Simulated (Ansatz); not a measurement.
Take KTaO₃ in the cubic perovskite structure (space group Pm-3m, No. 221; a = 3.9901 Å) as the base.

All numbers come from r2SCAN in Ansatz (plane waves to 500 eV, PAW, scalar-relativistic without spin-orbit coupling).

One change was made to it. Results:

The lattice parameter a drops by 0.052 Å, from 3.990 Å to 3.938 Å; the width of the top valence band rises by 0.02 eV to 1.11 eV.

Question: What was done to the base?
(A) pressure 60 GPa
(B) pressure 9 GPa
(C) pressure 18 GPa
(D) pressure 45 GPa

Answer: B, pressure 9 GPa. For comparison, the lattice parameter a in the other runs: pressure 45 GPa gives 3.791 Å; pressure 18 GPa gives 3.894 Å; pressure 60 GPa gives 3.745 Å.

Spin-orbit coupling, missing from the scalar runs, can matter with Ta. The levels and masses belong to the bands next to the band gap. Load acts through the strain it causes; cell and atoms are relaxed under it. Stability against distortions was not tested. No other phases were tried under pressure.

Ansatz is a quantum-chemistry and plane-wave program.
